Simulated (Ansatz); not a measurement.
Input and output of a zone-centre phonon calculation for CaSi (Cmcm, 4 atoms in the cell) (Ansatz, an electronic-structure program).

Computed with LDA (PW92), default PAW files made with PBE (plane waves; Ansatz).

```yaml
crystal:
  lattice:
    - [2.28886, -5.37240, 0.00000]
    - [2.28886, 5.37240, 0.00000]
    - [0.00000, 0.00000, 3.92493]
  atoms:
    - { symbol: Ca, position: [0.13851, 0.86149, 0.25000] }
    - { symbol: Ca, position: [0.86149, 0.13851, 0.75000] }
    - { symbol: Si, position: [0.43155, 0.56845, 0.25000] }
    - { symbol: Si, position: [0.56845, 0.43155, 0.75000] }
```

Reference input (self-consistent single point, DFT, LDA (PW92), plane waves, default PAW files made with PBE): basis.ecutwfc = 420 eV; kpoints.mp_grid.grid = 8 8 9; hamiltonian.xc = lda; hamiltonian.pseudopotentials = {kind: paw} (the program's default PAW files); scf.occupations.method = fermi_dirac; scf.occupations.width = 0.1 eV. This run's input differs from it in these lines:

Ansatz 0.2 input:
```diff
@@ -14,3 +14,3 @@
 kpoints:
-  mp_grid: { grid: [8, 8, 9] }
+  mp_grid: { grid: [8, 8, 8] }
 hamiltonian:
@@ -20,6 +20,4 @@
   occupations: { method: fermi_dirac, width: 0.1 }
-output:
-  forces: true
-  eigenvalues: true
-  stress: true
+phonons:
+  method: dfpt
```

Output (repeated stretches shortened):

```
SCF iter   1: F=—  HF=-4764.952157 eV  |F-HF|=—  |Δ(HF+E_count)|=         —  Δρ=4.51e-3  dr2=2.22e-2  ethr=1.77e-3  ⟨swp⟩=8.1  Hψ=11845  notcnv=0
all-band conjugate gradients solve this SCF's bands
preconditioner: auto → Kerker (q_TF=auto, 2.220 Å⁻¹)
SCF iter   2: F=—  HF=-4764.949834 eV  |F-HF|=—  |Δ(HF+E_count)|=   2.32e-3  Δρ=2.74e-3  dr2=9.09e-3  ethr=7.93e-5  ⟨swp⟩=1.1  Hψ=2738  notcnv=0
   [... lines left out ...]
SCF iter   7: F=—  HF=-4764.948044 eV  |F-HF|=—  |Δ(HF+E_count)|=   8.04e-9  Δρ=1.90e-6  dr2=8.46e-9  ethr=2.73e-10  ⟨swp⟩=2.4  Hψ=3182  notcnv=0
SCF iter   8: F=—  HF=-4764.948044 eV  |F-HF|=—  |Δ(HF+E_count)|=   1.87e-9  Δρ=5.05e-7  dr2=5.97e-10  ethr=3.02e-11  ⟨swp⟩=2.5  Hψ=2759  notcnv=0
SCF iter   9: F=—  HF=-4764.948044 eV  |F-HF|=—  |Δ(HF+E_count)|=  1.35e-10  Δρ=1.64e-7  dr2=6.71e-11  ethr=2.13e-12  ⟨swp⟩=2.3  Hψ=3207  notcnv=0
SCF iter  10: F=-4764.948044 eV  HF=-4764.948044 eV  |F-HF|=0.00e0  |Δ(HF+E_count)|=  2.00e-11  Δρ=3.14e-8  dr2=1.31e-12  ethr=1.00e-12  ⟨swp⟩=5.8  Hψ=8437  notcnv=0
SCF 1 converged in 10 iterations: F = -4764.948044 eV  dr2 = 1.31e-12
DFPT response loops at Γ: preconditioner auto → Kerker (q_TF=auto, 2.220 Å⁻¹) (partly filled bands, converged f_vac=0.000) …
Free energy (F): -4764.948044 eV
Internal energy: -4764.891208 eV  (E = F + TS)
E sigma→0 (E₀):  -4764.919626 eV
Entropy (-TS):   -0.056836 eV (-14.209 meV/atom)
Fermi energy:    7.212169 eV
--- Phonons (Γ-DFPT): 6 representative perturbations + reference, on 105 of 512 k-points (Σ response iterations 18) ---
  k mesh reduced under 4 symmetry operations, with k and −k counted as one. Each operation leaves every solved displacement unchanged or reverses it
  ASR residual: 2.247e-4 → 0.000e0 eV/Å²; symmetrization residual: 3.544e-6 eV/Å²
  ASR residual per site (eV/Å²): 2.25e-4 2.25e-4 1.63e-5 1.63e-5
  Γ frequencies (cm⁻¹): 0.00 0.00 0.00 134.81 159.13 178.93 185.65 191.98 198.15 220.15 338.81 353.73
  non-analytic LO–TO correction: not included (Born effective charges unavailable; polar crystals: no LO–TO splitting at Γ)
```

The run converged in 10 iterations. 

Summary of the result:
```
Quantity                                                                                                 Value
--------------------------------------------------------  ----------------------------------------------------
Free energy E − TS (on the zero of these files)                                                  -4764.9480 eV
Fermi level (on the code's own zero)                                                                   7.21 eV
Zone-centre frequencies (cm⁻¹; negative means imaginary)  0, 0, 0, 135, 159, 179, 186, 192, 198, 220, 339, 354
```

The starting cell comes from a database of computed structures (which also holds hypothetical and non-ambient phases and stackings), without a prior relaxation at this level. Its lattice was rescaled by up to half a per cent.

Cost on one core of a shared machine: roughly 2 min.
